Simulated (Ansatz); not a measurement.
## Short convergence ladders for Ni2Ge (P3m1, 6 atoms in the cell)

```
Ni2Ge
1.0
    3.99175     0.00000     0.00000
   -1.99588     3.45696     0.00000
    0.00000     0.00000     5.03895
Ni Ge
4 2
Cartesian
  1.99588   1.15232   1.30974
  0.00000   2.30464   3.77921
  0.00000   0.00000   0.00000
  0.00000   0.00000   2.51948
  1.99588   1.15232   3.77921
  0.00000   2.30464   1.25974
```

Base method: PBEsol, default PAW files made with PBE (plane waves; Ansatz, a first-principles code).

Base settings: basis.ecutwfc = 420 eV; kpoints.mp_grid.grid = 7 7 5; hamiltonian.xc = pbesol; hamiltonian.pseudopotentials = {kind: paw} (the program's default PAW files); scf.occupations.method = fermi_dirac; scf.occupations.width = 0.1 eV.

The count of work is k-points × plane waves × bands × iterations; it is no time. Core times come from one kind of shared machine, to one figure; runs under 30 s give none.

**The cutoff for other potential files**

Level: DFT, PBEsol, plane waves, harder PAW files (source: ansatz) made with PBE.

In this ladder: hamiltonian.pseudopotentials = {kind: paw, source: ansatz}.

The second cell is the first with its lattice scaled by 0.98.

The mesh stays at the base's, so the ladder's end is converged at best in this setting alone.

The first pressure column holds Ansatz's estimate of the finite-basis (Pulay) stress, which hides part of the cutoff error; the other is without it.

Only quantities that move along the ladder and can be compared are tabulated.

```csv
basis.ecutwfc,free energy less the last step's (meV/atom),energy of the compressed cell less the first (meV/atom),pressure (GPa),pressure without the Pulay estimate (GPa),largest difference of a force vector from the last step's (eV/Å),count of work / last,core time / last (rough)
415 eV,8949.67,68.36,5.44,-617.89,0.363,0.11,–
505 eV,1661.44,5.06,-3.61,-152.63,0.035,0.15,–
645 eV,84.62,14.89,-2.60,-14.41,0.009,0.22,0.3
780 eV,2.84,15.56,-2.62,-3.09,0.000,0.28,0.3
920 eV,0.54,15.50,-2.63,-2.64,0.000,0.35,0.4
1105 eV,0.34,15.49,-2.63,-2.64,0.000,0.47,0.5
1380 eV,0.12,15.49,-2.63,-2.64,0.000,0.65,0.7
1840 eV,0.00,15.49,-2.63,-2.63,0.000,1.0,1
```

Coarsest basis.ecutwfc that holds the forces within 0.005 eV/Å of the last step, with all finer ones: 780 eV, at 0.28 of the last step's count of work and about 0.3 of the last step's time; the step before is off by 0.009 eV/Å.

Coarsest basis.ecutwfc that holds the pressure without the Pulay estimate within 0.1 GPa of the last step, with all finer ones: 920 eV, at 0.35 of the last step's count of work and about 0.4 of the last step's time; the step before is off by 0.46 GPa.

Coarsest basis.ecutwfc that holds the pressure within 0.2 GPa of the last step, with all finer ones: 645 eV, at 0.22 of the last step's count of work and about 0.3 of the last step's time; the step before is off by 0.98 GPa.

The energy difference between the two cells stays within 1 meV/atom of the last step's from 645 eV on, the total only from 920 eV on: much of the error is common to both cells and cancels.

At the lowest cutoff the pressure without the Pulay estimate lies 615 GPa under the last step's, the usual sign of Pulay stress in an incomplete plane-wave basis.

**The density cutoff**

The second cell is the first with its lattice scaled by 0.98.

The mesh stays at the base's, so the ladder's end is converged at best in this setting alone.

Only quantities that move along the ladder and can be compared are tabulated.

| basis.ecutrho_ratio | free energy less the last step's (meV/atom) | energy of the compressed cell less the first (meV/atom) | pressure (GPa) | largest difference of a force vector from the last step's (eV/Å) |
|---|---|---|---|---|
| 2 | -14.09 | 10.83 | -1.47 | 0.014 |
| 3 | -0.29 | 15.25 | -2.67 | 0.000 |
| 4 | -0.01 | 15.21 | -2.69 | 0.000 |
| 5 | 0.00 | 15.21 | -2.69 | 0.000 |
| 6 | 0.00 | 15.21 | -2.69 | 0.000 |
| 8 | 0.00 | 15.21 | -2.69 | 0.000 |
| 10 | 0.00 | 15.21 | -2.69 | 0.000 |
| 12 | 0.00 | 15.21 | -2.69 | 0.000 |
| 16 | 0.00 | 15.21 | -2.69 | 0.000 |

Coarsest basis.ecutrho_ratio that holds the pressure within 0.2 GPa of the last step, with all finer ones: 3; the step before is off by 1.2 GPa.

Coarsest basis.ecutrho_ratio that holds the forces within 0.01 eV/Å of the last step, with all finer ones: 3; the step before is off by 0.014 eV/Å.

Coarsest basis.ecutrho_ratio that holds the free energy within 2 meV/atom of the last step, with all finer ones: 3; the step before is off by 14 meV/atom.

**The relaxed cell against the cutoff**

On Ni₂Ge (P6_3/mmc, 6 atoms in the cell): atoms on their sites.

In this ladder: relax = cell and atoms.

The mesh stays at the base's, so the ladder's end is converged at best in this setting alone.

Only quantities that move along the ladder and can be compared are tabulated.

```csv
basis.ecutwfc,relaxed volume (Å³/atom),relaxation steps
295 eV,11.540,14
355 eV,11.434,6
420 eV,11.424,4
505 eV,11.424,4
630 eV,11.423,4
840 eV,11.423,4
```

Coarsest basis.ecutwfc that holds the relaxed volume within 0.057 Å³/atom of the last step, with all finer ones: 355 eV; the step before is off by 0.12 Å³/atom.

At the lowest cutoff the cell relaxes to a volume 1.0 % larger than at the highest. Ansatz relaxes on a stress corrected for the finite basis.

On the base run: the starting cell comes from a database of computed structures (which also holds hypothetical and non-ambient phases and stackings), without a prior relaxation at this level. Its lattice was rescaled by up to half a per cent. One atom was moved a little off its site on purpose. Spin polarisation is off.

Left out of this page: 1 run of the series failed or unconverged; 1 run of the series stopped by limits of time or memory.

Keys are those of Ansatz 0.2.
